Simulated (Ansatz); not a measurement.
The parent structure is GaAs in the zinc blende structure (space group F-43m, No. 216; a = 5.6656 Å). Axes: x, y, z lie along the cube axes.

Modification: uniaxial stress, 3 GPa compression along x, with the cell and atoms free to relax against it.

Levels (all Ansatz, a first-principles code, PAW, earlier PAW set): r2SCAN (500 eV, no SOC); HSE06 (420 eV, no SOC); HSE06+SOC (420 eV, spin-orbit coupling included).

At the geometry relaxed with r2SCAN, these levels gave the following band gaps, in shuffled order: (a) 1.28 eV, (b) 0.88 eV, (c) 1.22 eV.

Task: Match each gap to its level.

Result: (a) HSE06; (b) r2SCAN; (c) HSE06+SOC.

Single points use the geometry relaxed with r2SCAN. Differences between runs with and without spin-orbit coupling are approximate. Load acts through the strain it causes; cell and atoms are relaxed under it. Stability under load was not tested beyond the relaxation.
